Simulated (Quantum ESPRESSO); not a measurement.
Short convergence ladders for Cr (P-3m1, 2 atoms in the cell)

```
CELL_PARAMETERS angstrom
      2.43626     0.00000     0.00000
     -1.21813     2.10986     0.00000
      0.00000     0.00000     4.46821
ATOMIC_POSITIONS crystal
  Cr 0.33333 0.66667 0.26119
  Cr 0.66667 0.33333 0.75000
```

Base method: LDA (PZ), GBRV 1.5 ultrasoft (LDA) pseudopotentials (plane waves; Quantum ESPRESSO).

Base settings: ecutwfc = 50 Ry; ecutrho = 400 Ry; occupations = smearing; smearing = gaussian; degauss = 0.0073499 Ry; potentials = {Cr: cr_lda_v1.5.uspp.F.UPF}; K_POINTS = automatic 9 9 5 0 0 0; conv_thr = 1e-10 Ry; mixing_beta = 0.3.

The count of work is k-points × plane waves × bands × iterations; it is no time. Core times come from one kind of shared machine, to one figure; runs under 30 s give none.

**The k-point mesh**

The second cell is the first with its lattice scaled by 0.98.

Only quantities that move along the ladder and can be compared are tabulated.

```tsv
K_POINTS	free energy less the last step's (meV/atom)	energy of the compressed cell less the first (meV/atom)	pressure (GPa)	largest difference of a force vector from the last step's (eV/Å)	count of work / last
automatic 3 3 2 0 0 0	220.33	18.58	-3.22	0.570	0.018
automatic 5 5 2 0 0 0	-64.24	2.88	-7.46	0.037	0.031
automatic 6 6 3 0 0 0	-8.06	7.73	-6.33	0.015	0.046
automatic 7 7 4 0 0 0	-0.72	12.04	-5.44	0.065	0.070
automatic 9 9 4 0 0 0	4.52	5.77	-6.56	0.070	0.12
automatic 9 9 5 0 0 0	-0.20	7.09	-6.42	0.023	0.16
automatic 20 20 10 0 0 0	0.00	8.57	-6.08	0.000	1.0
```

Coarsest K_POINTS that holds the pressure within 1 GPa of the last step, with all finer ones: automatic 6 6 3 0 0 0, at 0.046 of the last step's count of work; the step before is off by 1.4 GPa.

Coarsest K_POINTS that holds the forces within 0.02 eV/Å: not settled: the last two steps still differ by 0.023 eV/Å, over half the tolerance, so the ladder does not show it.

Coarsest K_POINTS that holds the energy of the compressed cell less the first within 2 meV/atom: not settled: the last two steps still differ by 1.5 meV/atom, over half the tolerance, so the ladder does not show it.

**The k-point mesh at a smearing width of 0.05 eV**

In this ladder: degauss = 0.0036749 Ry.

The second cell is the first with its lattice scaled by 0.98.

Only quantities that move along the ladder and can be compared are tabulated.

```csv
K_POINTS,free energy less the last step's (meV/atom),energy of the compressed cell less the first (meV/atom),pressure (GPa),largest difference of a force vector from the last step's (eV/Å),count of work / last,core time / last (rough)
automatic 5 5 3 0 0 0,-31.36,5.66,-6.76,0.027,0.035,–
automatic 8 8 4 0 0 0,-7.70,6.07,-6.65,0.013,0.10,–
automatic 11 11 6 0 0 0,-6.14,8.10,-6.23,0.016,0.24,0.2
automatic 17 17 8 0 0 0,0.22,8.79,-6.07,0.004,0.69,0.6
automatic 20 20 10 0 0 0,0.00,8.46,-6.09,0.000,1.0,1
```

Coarsest K_POINTS that holds the forces within 0.01 eV/Å of the last step, with all finer ones: automatic 17 17 8 0 0 0; the step before is off by 0.016 eV/Å.

Coarsest K_POINTS that holds the free energy within 5 meV/atom of the last step, with all finer ones: automatic 17 17 8 0 0 0; the step before is off by 6.1 meV/atom.

Coarsest K_POINTS that holds the pressure within 0.1 GPa of the last step, with all finer ones: automatic 17 17 8 0 0 0; the step before is off by 0.13 GPa.

The energy difference between the two cells stays within 1 meV/atom of the last step's from automatic 11 11 6 0 0 0 on, the total only from automatic 17 17 8 0 0 0 on: much of the error is common to both cells and cancels.

**The mesh under tetrahedron occupations**

In this ladder: occupations = tetrahedra_opt; smearing = default; degauss = default.

Only quantities that move along the ladder and can be compared are tabulated.

```csv
K_POINTS,free energy less the last step's (meV/atom),pressure (GPa),count of work / last,core time / last (rough)
automatic 6 6 3 0 0 0,61.53,-4.29,0.016,–
automatic 10 10 5 0 0 0,15.91,-5.71,0.060,–
automatic 15 15 7 0 0 0,5.68,-6.06,0.16,0.2
automatic 23 23 11 0 0 0,0.79,-6.13,0.54,0.7
automatic 29 29 14 0 0 0,0.00,-6.12,1.0,1
```

Coarsest K_POINTS that holds the pressure within 0.05 GPa of the last step, with all finer ones: automatic 23 23 11 0 0 0; the step before is off by 0.06 GPa.

Coarsest K_POINTS that holds the free energy within 5 meV/atom of the last step, with all finer ones: automatic 23 23 11 0 0 0; the step before is off by 5.7 meV/atom.

On the base run: the starting cell comes from a database of computed structures (which also holds hypothetical and non-ambient phases and stackings), without a prior relaxation at this level. Its lattice was rescaled by up to half a per cent. One atom was moved a little off its site on purpose. Spin polarisation is off. In the base run, with a pressure of about -6 GPa the cell is away from its equilibrium volume at this level.
